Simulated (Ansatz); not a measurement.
How the lattice parameter a of β-phase InSe (model structure) moves with the method

No measured value is used here.

```json
[
 {"level (code)": "LDA (Ansatz)", "value (Å)": "3.966"},
 {"level (code)": "PBE (Ansatz)", "value (Å)": "4.087"},
 {"level (code)": "PBEsol (Ansatz)", "value (Å)": "4.006"},
 {"level (code)": "PBE-D4 (Ansatz)", "value (Å)": "4.028"},
 {"level (code)": "rVV10 (Ansatz)", "value (Å)": "4.108"},
 {"level (code)": "r²SCAN-D4 (Ansatz)", "value (Å)": "4.027"},
 {"level (code)": "r²SCAN+rVV10 (Ansatz)", "value (Å)": "4.016"},
 {"level (code)": "HSE06-D3(BJ) (Ansatz)", "value (Å)": "3.980"},
 {"level (code)": "PBE0-D4 (Ansatz)", "value (Å)": "3.991"}
]
```

K meshes differ between the levels. Ansatz's density-functional and Hartree–Fock values are scalar-relativistic unless marked +SOC, with PAW data made under PBE.

A model structure was made by putting elements into a prototype or built by hand; it is no filed structure, need not be a known phase, and can be a saddle point held by its symmetry.

Ansatz is a quantum-chemistry and plane-wave program.
